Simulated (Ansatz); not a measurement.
**Short convergence ladders for CsCdCl3 (Pm-3m, 5 atoms in the cell)**

```
CsCdCl3
1.0
    5.28019     0.00000     0.00000
    0.00000     5.28019     0.00000
    0.00000     0.00000     5.28019
Cs Cd Cl
1 1 3
Cartesian
  0.00000   0.00000   0.00000
  2.64010   2.64010   2.64010
  0.00000   2.64010   2.64010
  2.64010   0.00000   2.64010
  2.64010   2.64010   0.00000
```

Base method: LDA (PW92), default PAW files made with PBE (plane waves; Ansatz, a first-principles code).

Base settings: basis.ecutwfc = 30.9 Ry; kpoints.mp_grid.grid = 5 5 5; hamiltonian.xc = lda; hamiltonian.pseudopotentials = {kind: paw} (the program's default PAW files); scf.occupations.method = fixed.

The count of work is k-points × plane waves × bands × iterations; it is no time. Core times come from one kind of shared machine, to one figure; runs under 30 s give none.

**Zone-centre phonons against the mesh**

In this ladder: phonons.method = dfpt; phonons.dielectric = true; phonons.rigid_motions = translations.

Frequencies are those of the unrelaxed cell, without the LO-TO term of polar crystals.

Only quantities that move along the ladder and can be compared are tabulated.

```tsv
kpoints.mp_grid.grid	highest zone-centre frequency (cm⁻¹)	core time / last (rough)
2 2 2	184.2	0.08
3 3 3	190.8	0.1
4 4 4	191.6	0.2
6 6 6	191.8	0.5
8 8 8	191.8	1
```

Coarsest kpoints.mp_grid.grid that holds the highest zone-centre frequency within 2 cm⁻¹ of the last step, with all finer ones: 3 3 3, at about 0.1 of the last step's time; the step before is off by 7.5 cm⁻¹.

**The dielectric constant against the mesh**

In this ladder: dielectric = true; dielectric.field_mesh = kpoints.

Only quantities that move along the ladder and can be compared are tabulated.

| kpoints.mp_grid.grid | largest Born charge (mean of the diagonal) (e) | mean ε∞ | core time / last (rough) |
|---|---|---|---|
| 2 2 2 | 2.909 | 3.466 | – |
| 3 3 3 | 2.813 | 3.588 | – |
| 4 4 4 | 2.805 | 3.625 | – |
| 5 5 5 | 2.803 | 3.637 | 0.09 |
| 6 6 6 | 2.802 | 3.641 | 0.2 |
| 8 8 8 | 2.802 | 3.643 | 0.4 |
| 9 9 9 | 2.802 | 3.643 | 0.4 |
| 12 12 12 | 2.802 | 3.644 | 1 |

Coarsest kpoints.mp_grid.grid that holds the largest Born charge (mean of the diagonal) within 0.02 e of the last step, with all finer ones: 3 3 3; the step before is off by 0.11 e.

Coarsest kpoints.mp_grid.grid that holds the mean ε∞ within 0.01 of the last step, with all finer ones: 5 5 5, at about 0.09 of the last step's time; the step before is off by 0.018.

**The size of the supercell around a displaced atom**

On CsCdCl₃ (Pm-3m, 5 atoms in the cell), and larger cells.

In this ladder: scf.occupations.method = fermi_dirac; scf.occupations.width = 0.0037 Ry.

Steps: 1 x 1 x 1 supercell, one Cd atom moved by 0.02 angstrom along z; 2 x 1 x 1 supercell, one Cd atom moved by 0.02 angstrom along z; and so on, with the mesh thinned in proportion.

Only quantities that move along the ladder and can be compared are tabulated.

```tsv
atoms	largest change of a force by the displacement (eV/Å)	count of work / last
5	0.0434	0.047
10	0.0423	0.19
20	0.0420	0.38
40	0.0784	1.0
```

Smallest size that holds the largest change of a force by the displacement within 0.005 eV/Å: not settled: the last two steps still differ by 0.036 eV/Å, over half the tolerance, so the ladder does not show it.

On the base run: the starting cell comes from a database of computed structures (which also holds hypothetical and non-ambient phases and stackings), without a prior relaxation at this level. Its lattice was rescaled by up to half a per cent. In the base run, with a pressure of about -3 GPa the cell is away from its equilibrium volume at this level.

Keys are those of Ansatz 0.2.
